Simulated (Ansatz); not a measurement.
**cubic KTaO3 (1 1 0) on germanium (1 1 0) (film strained to the substrate, started from cuts of the bulks and a machine-learned relaxation; metallic at this level, with no gap by band count; slabs Ge16 and K4Ta4O10, which can lie off the formulas)**

A periodic stack without vacuum, cubic KTaO3 (1 1 0) on germanium (1 1 0) (film strained to the substrate, started from cuts of the bulks and a machine-learned relaxation; metallic at this level, with no gap by band count; slabs Ge16 and K4Ta4O10, which can lie off the formulas): substrate slab Ge16, film K4Ta4O10, surface cells [[0, -1], [1, -1]] and [[1, 0], [1, 1]], film strained by +1.2 and +1.2 %, outermost planes Ge/Ge and KOTa/KOTa as cut, which need not be the usual terminations and can put a slab off its formula.

The start was prepared with a machine-learned potential, and the result is one local minimum, with the in-plane cell held and forces under 0.04 eV/Å; the film can end far from its bulk form.

Method: PBE (plane waves to 420 eV, PAW; Ansatz, a first-principles code). No spin–orbit coupling; PBE gaps are too small against experiment. Its k-point mesh 7×4×1, Fermi–Dirac width 0.05 eV.

| Item | Result |
|---|---|
| interface area | 23.5 Å² |
| period | 28.27 Å |
| heights between the nearest atoms of the two slabs at the two interfaces | 2.20 and 2.11 Å |
| Ge–K contacts across the interfaces within 1.22 times the sum of covalent radii | 6, mean 3.75 Å |
| Ge–Ta contacts across the interfaces within 1.22 times the sum of covalent radii | 2, mean 2.68 Å |
| spin-polarised check at this geometry | falls back to no moment |

```xyz
34
Lattice="4.0729 -0.0004 -0.0114 4.0729 5.7582 -0.2246 -0.0783 -1.9751 28.3669" Properties=species:S:1:pos:R:3 pbc="T T T"
Ge     3.3358     2.3431     3.3302
Ge     5.3248     3.8494     3.1791
Ge     1.6476    -0.7647     1.1024
Ge     3.6654     0.1786     2.1611
Ge     3.4493     2.5664     7.4418
Ge     5.4853     3.9994     7.3624
Ge     1.4269    -0.3972     5.4652
Ge     3.4589     1.0573     5.4722
Ge     3.4661     2.7253    11.4649
Ge     5.5026     4.1747    11.4893
Ge     1.4215    -0.2286     9.5904
Ge     3.4553     1.2036     9.5030
Ge     3.5555     3.5274    14.8216
Ge     5.6014     4.5096    15.8151
Ge     1.3940    -0.0568    13.7631
Ge     3.4436     1.4099    13.5912
K      3.6006     2.1754    18.1078
Ta     1.5858    -0.6793    18.6609
O      3.5923    -0.6541    18.5318
K      3.6112    -0.5846    21.3594
Ta     5.6440     2.2956    21.2070
O      1.5626     0.9103    19.6809
O      5.6348     3.6185    19.6120
O      3.6066     2.2949    21.1614
K      3.6222     2.3961    23.9326
Ta     1.5778    -0.4818    24.0892
O      5.6480     3.7853    22.5343
O      1.5741     0.9076    22.6521
O      3.6134    -0.4801    24.1286
K      3.6336    -0.3572    27.2613
Ta     5.6955     2.4923    26.6262
O      1.5784     0.9002    25.6230
O      5.6474     3.9577    25.4551
O      3.6146     2.4711    26.7545
```
